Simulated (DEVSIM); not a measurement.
System: Cr/Si3N4/n-Si capacitor, at 250 K.

| layer (left to right) | material | thickness (nm) | Nd (cm⁻³) |
|---|---|---|---|
| 1 | Si3N4 | 2.50 | - |
| 2 | Si | 5000 | 1.3e16 |

Metal gate on the left, work function 4.5 eV. Fixed charge at the semiconductor interface 1.2e11 cm⁻² (in units of +e); no interface traps.

Constants are typed, rounded textbook-type inputs, not results; the design itself was drawn at random and stands for no fabricated device. Values at 300 K; Nc and Nv go as T^1.5, mobilities as T to minus their exponent, the gap by Varshni's rule with the affinity fixed.

| parameter | Si3N4 | Si |
|---|---|---|
| gap (eV) | 5.1 | 1.124 |
| affinity (eV) | 2.1 | 4.05 |
| permittivity | 7.5 | 11.7 |
| Nc (cm⁻³) | - | 2.86e19 |
| Nv (cm⁻³) | - | 3.1e19 |
| Varshni α (eV/K) | - | 0.000473 |
| Varshni β (K) | - | 636 |

DEVSIM, 1D Poisson equation in equilibrium, Boltzmann statistics, complete ionisation; no quantum confinement or tunnelling. Metal contacts follow the ideal Schottky-Mott rule: no Fermi-level pinning, no interface dipoles.

The substrate doping was swept, all else fixed.

```tsv
substrate doping (cm^-3)	minimum of the low-frequency capacitance (μF/cm²)	flat-band voltage (V)	threshold voltage (band bending 2φF) (V)
6.5e14	0.00984	0.22	-0.47
1.3e15	0.0135	0.23	-0.49
2.6e15	0.0187	0.25	-0.51
6.5e15	0.0290	0.27	-0.53
1.3e16	…	0.28	…
2.6e16	0.0541	0.30	-0.58
```

Task: Fill in the missing entries.

Result: 
- 1.3e16, minimum of the low-frequency capacitance (μF/cm²): 0.0405
- 1.3e16, threshold voltage (band bending 2φF) (V): -0.55
